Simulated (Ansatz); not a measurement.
# Point defect O on the N site (O_N) in rock-salt TiN

Method: PBE, PAW (plane waves to 420 eV; Ansatz, a program for electronic structure). Cell and caveats: 64-site cell; 4×4×4 shifted k-points; start: the N site; no Hubbard U; finite-size errors of tenths of an eV; the relaxation kept the symmetry of the starting site.

Neighbours after relaxation, in Å: of the O atom: Ti 2.23, Ti 2.23, Ti 2.23, Ti 2.23, Ti 2.23, Ti 2.23.

Formation energies E_f are those of the neutral cell. Chemical conditions: N-rich (Δμ(N) = 0.00 eV, Δμ(O) = -2.86 eV, bounded by anatase TiO2; only phases computed here count, gases as isolated molecules at 0 K); Ti-rich (Δμ(N) = -3.43 eV, Δμ(O) = -5.74 eV, bounded by Ti6O (P-31c); only phases computed here count, gases as isolated molecules at 0 K). Reference phases: N: N2 molecule in a box, O: O2 molecule in a box.

```tsv
charge	moment (μB)	point group	largest move off a lattice site (Å)	E_f, N-rich (eV)	E_f, Ti-rich (eV)
0	not spin-polarised	Oh	0.10	1.13	0.59
```

Point groups are those of the whole cell at tolerances of 0.03 and 0.1 Å ("near" where only the looser one holds); none is given for unsettled states.

All states together cost very roughly 2.5 core-minutes.
